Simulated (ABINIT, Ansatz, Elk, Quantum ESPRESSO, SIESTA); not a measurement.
# One structure in several programs: GaN (F-43m, 2 atoms in the cell)

Self-consistent single point.

```xyz
2
Lattice="0.0000 2.2781 2.2781 2.2781 0.0000 2.2781 2.2781 2.2781 0.0000" Properties=species:S:1:pos:R:3 pbc="T T T"
Ga     0.0000     0.0000     0.0000
N      3.4171     3.4171     3.4171
```

Shared settings, as Ansatz (a program for electronic structure) writes them: kpoints.mp_grid.grid = 6 6 6; magnetization.spin_orbit = true; scf.occupations.method = fixed. Potentials and cutoffs stand in the table.

```
code                                                                                                                                                                   model  pressure (GPa)  gap on the mesh (eV)       cutoff
----------------  ----------------------------------------------------------------------------------------------------------------------------------------------------------  --------------  --------------------  -----------
Quantum ESPRESSO                                                              PBE, spin-orbit coupling, PseudoDojo fully relativistic norm-conserving (PBE) pseudopotentials           -0.67                 1.540        85 Ry
Ansatz                                                                                                                       PBE with spin-orbit coupling, default PAW files           -1.42                 1.502      default
Elk                                  PBE, spin-orbit coupling in second variation, all-electron FP-LAPW, Elk's shipped species files, APW+lo basis with extra local orbitals               –                 1.509   rgkmax 7.5
SIESTA            GGA PBE with spin-orbit coupling, numerical atomic orbitals TZP, PseudoDojo PBE fully relativistic norm-conserving potentials (rewritten from UPF to PSML)               –                 1.574  grid 400 Ry
ABINIT                                                                                                                      PBE, spin-orbit coupling, PAW (JTH v2.0 PBE PAW)           -0.52                 1.499        52 Ry
```

A dash marks a value that a program does not give, or that is left out as unsure.

Gaps are read on the mesh.

The spread over the programs that give each value: pressure within 0.90 GPa; gap on the mesh within 0.075 eV.

SIESTA uses small atom-centred bases, whose incompleteness enters pressures, forces and empty levels differently from a plane-wave cutoff. Elk treats all electrons, but the usual bases taken here (sphere radii, linearisation, local orbitals, empty states) were not tested for convergence, so the values are no reference for the others. Ansatz's pressure is given at a fixed set of plane waves, as the other plane-wave codes print theirs; with its correction for the finite basis it is -0.93 GPa (the shift of 0.49 GPa shows how far the cutoff is from converged).

The starting cell comes from a database of computed structures (which also holds hypothetical and non-ambient phases and stackings), without a prior relaxation at this level. Its lattice was rescaled by a random factor within 2.5 % of one.

Left out of this page: FLEUR (failed or unconverged).

Keys are those of Ansatz 0.2.
